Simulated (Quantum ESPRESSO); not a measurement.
# Pressure against volume in fluorite-structure PbF2 (space group 225) (Quantum ESPRESSO, LDA)

```
CELL_PARAMETERS angstrom
      0.00000     2.85449     2.85449
      2.85449     0.00000     2.85449
      2.85449     2.85449     0.00000
ATOMIC_POSITIONS crystal
  Pb 0.00000 0.00000 0.00000
  F  0.25000 0.25000 0.25000
  F  0.75000 0.75000 0.75000
```

Method of the run: LDA (PZ), GBRV 1.5 ultrasoft (LDA) pseudopotentials (plane waves; Quantum ESPRESSO). Settings: ecutwfc = 52 Ry; ecutrho = 260 Ry; occupations = smearing; smearing = fermi-dirac; degauss = 0.000734986 Ry; potentials = {Pb: pb_lda_v1.uspp.F.UPF, F: f_lda_v1.4.uspp.F.UPF}; K_POINTS = automatic 10 10 10 0 0 0; conv_thr = 1e-10 Ry. The cell above is the first row's. The rows scale it uniformly. In all rows fractional positions and the k mesh are held.

| V (Å^3/atom) | P (GPa) |
|---|---|
| 15.506 | ? |
| 15.843 | 2.73 |
| 16.180 | 0.71 |
| 16.517 | -1.09 |
| 16.854 | -2.69 |
| 17.191 | -4.11 |
| 17.528 | -5.36 |
| 17.865 | -6.48 |
| 18.202 | -7.46 |

Fit P of the 8 rows that show it with a cubic. With u = V - 17.0, the rows have u = -1.1570, -0.8200, -0.4830, -0.1460, 0.1910, 0.5280, 0.8650, 1.2020. Least squares gives P = -3.326 - 4.2414·u + 0.7639·u² - 0.0812·u³. Residuals (row less fit): 0.000, 0.000, 0.000, 0.000, -0.001, 0.004, -0.004, 0.001; standard error 0.003 (degrees of freedom: 4). The fitted pressure is zero at V0 = 16.31, where dP/dV = -5.415, so B0 = -V0·dP/dV = 88.3 GPa.

Problem. What does the fit predict for P at V = 15.506, and how far is the calculated value from it?

Solution. u = -1.4940, so P = -3.326 - 4.2414 × (-1.4940) + 0.7639 × (-1.4940)² - 0.0812 × (-1.4940)³ = 4.986 GPa. The calculation gives 5.02 GPa, 0.034 GPa above the prediction (0.3 % of the range of P in the table). The row lies outside the fitted rows, so this is an extrapolation. From the scatter of the fitted rows alone, a prediction at this place has a standard error of 0.009 GPa, so the miss is 4.0 times that.

Carrying the step between the two nearest rows on in a straight line would have given 4.75, off by 0.27; series whose last step already gives the withheld value aren't shown. The scan was laid around a cell of about the measured size, scaled by a guess for this functional. This is the high-temperature polymorph. The runs keep the symmetry of the cell, so they don't test it for distortions. Spin-orbit coupling is off. Cutoffs and mesh are single choices, not tested for convergence of this quantity. Series with a scatter that would blur these digits, or in which a gap closes, are not shown.

Terms beyond the fitted order, or numerical noise in single rows, can give a miss of this size; the table doesn't tell which.
